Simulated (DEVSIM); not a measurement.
System: abrupt Ge n-p junction, at 300 K.

Layer 1 from the left is Ge, thickness (μm) 1.10, Nd (cm⁻³) 1.8e17, τn (s) 1.9e-6, τp (s) 1.9e-6. Layer 2 from the left is Ge, thickness (μm) 180, Na (cm⁻³) 7.1e17, τn (s) 1.9e-7, τp (s) 1.9e-6.

Left contact: ohmic. Right contact: ohmic. Voltage is applied to the left contact. Recombination: SRH at mid-gap, Auger. Mobility is constant in doping.

This is a model device: material constants are rounded textbook-type values typed into the input, and sizes, dopings and lifetimes were drawn at random. Values at 300 K.

Ge: gap (eV) 0.664, affinity (eV) 4, permittivity 16, Nc (cm⁻³) 1.04e19, Nv (cm⁻³) 6e18, μn (cm²/Vs) 3900, μp (cm²/Vs) 1900, Cn (cm⁶/s) 1e-31, Cp (cm⁶/s) 1e-31.

### Question
Estimate by hand the built-in potential, the peak field at zero bias, and compare with a numerical solution.

### Answer

- Built-in potential: ni = √(Nc Nv) exp(−Eg/2kT) = 2.09e13 cm⁻³ with Eg = 0.664 eV; Vbi = kT/q ln(Na Nd/ni²) = 0.504 V; numerical 0.504 V.
- Peak field at zero bias: depletion approximation: W = √(2εVbi/(qN)) = 0.0788 μm with N = 1.44e17 cm⁻³; field = 2Vbi/W = 128000 V/cm; numerical 121000 V/cm (estimate above by 5.4 %).

Model (solved in DEVSIM): 1D drift-diffusion, Boltzmann statistics, complete ionisation; no tunnelling, impact ionisation, image-force lowering or self-heating.
